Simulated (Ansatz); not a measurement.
L1₂ (Cu3Au-type) Al₃Sc was calculated with PBE (Ansatz, a quantum-chemistry and plane-wave program, plane waves, PAW).

Settings: plane-wave cutoff 520 eV, 16×16×16 k mesh, Fermi–Dirac smearing 0.074 eV (set by the program), scalar-relativistic PAW data made under PBE.

Computed at the level's own relaxed cell.

Elastic tensor (GPa, Voigt notation, ions relaxed):

```
  180.1    39.9    39.9     0.0     0.0     0.0
   39.9   180.1    39.9     0.0     0.0     0.0
   39.9    39.9   180.1     0.0     0.0     0.0
    0.0     0.0     0.0    70.5     0.0     0.0
    0.0     0.0     0.0     0.0    70.5     0.0
    0.0     0.0     0.0     0.0     0.0    70.5
```

Question: Work out the Voigt, Reuss and Hill averages of the bulk and shear moduli, Young's modulus and Poisson's ratio from the printed constants.

Answer: K_V = [C11 + C22 + C33 + 2(C12 + C13 + C23)]/9 = [540.3 + 2 × 119.7]/9 = 86.6 GPa. G_V = [540.3 − 119.7 + 3 × 211.5]/15 = 70.3 GPa. From the compliances S = C⁻¹, K_R = 86.6 and G_R = 70.3 GPa. Hill means: K = 86.6, G = 70.3 GPa. E = 9KG/(3K + G) = 166 GPa, ν = (3K − 2G)/(6K + 2G) = 0.18, K/G = 1.23.
